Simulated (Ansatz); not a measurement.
## Response to strain in PbSe

Consider PbSe in the rock salt structure (space group Fm-3m, No. 225; a = 6.178 Å). Axes: x, y, z lie along the cube axes.

Strains are applied to the cell and any free atomic positions relax; under biaxial strain the out-of-plane vector relaxes too.

Computed with r2SCAN in Ansatz (plane waves to 500 eV, PAW, without spin-orbit coupling).

Notes on the quantities. energy relative to the base: free energy F.

| biaxial strain, plane normal [001], relaxed out of plane (%) | energy relative to the base (meV/atom) |
|---|---|
| -3 | 25.7 |
| -2.5 | 17.5 |
| -2 | 11.0 |
| -1.5 | 6.0 |
| -1 | 2.6 |
| -0.5 | ? |
| 0 | 0.0 |

Question: Fit ΔE = Aε² + Bε³ (ε in %) to the rows shown and predict the withheld row.

Answer: Least squares on the printed values gives A = 2.51 and B = -0.12 meV/atom (largest residual 0.0 meV/atom); this predicts 0.6 meV/atom, and the run gives 0.6 meV/atom, in agreement.

Whether these cells are dynamically stable was not tested.

Ansatz is a quantum-chemistry and plane-wave program.
